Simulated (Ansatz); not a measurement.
HfTc (Pm-3m), Ansatz (a program for electronic structure) with PBEsol, DFPT electron-phonon coupling, linearised Boltzmann equation: phonon-limited resistivity 6.19 μΩ·cm at 300 K, 8.48 μΩ·cm at 400 K, current-weighted mean free path 11.2 nm, Drude plasma energy 7.62 eV.

**Question.** Estimate the electronic thermal conductivity at 300 K by the Wiedemann-Franz law (L₀ = 2.44×10⁻⁸ W·Ω/K²).

**Answer.** L₀T/ρ = 2.44×10⁻⁸ × 300/(6.19×10⁻⁸) = 118 W/(m·K). Inelastic scattering puts the true Lorenz number somewhat under L₀ near and below the Debye temperature.

**Question.** What is the classical skin depth at 100 GHz (nonmagnetic, μ₀ = 1.257×10⁻⁶ H/m)?

**Answer.** δ = √(ρ/(π f μ₀)) = 396 nm.

**Question.** Estimate the resistivity of a 40 nm square wire with diffuse walls from ρ ≈ ρ₀(1 + 3ℓ/4d).

**Answer.** 1 + 0.75 × 11.2/40 = 1.21, so ρ ≈ 7.49 μΩ·cm and a line 1 μm long has 46.8 Ω. The formula is the free-electron limit for d well above ℓ; grain boundaries add to it.

A metal at this level (no band gap). Only scattering by harmonic phonons is included (no impurities, grain boundaries, electron-electron scattering or thermal expansion). Spin-orbit coupling is left out, which matters with elements this heavy. The squared frequency of the phonon mode least converged on the k mesh is uncertain by about 15 %. Halving the electron mesh (28x28x28) moves the resistivity by up to 2 % at 300 K, the mean free path by up to 1 %. Smearing 0.20 eV; phonons on a 4x4x4 q mesh, which this run doesn't test.

Formula and space group known from diffraction (Crystallography Open Database), not checked to be the room-temperature form: HfTc (Pm-3m).
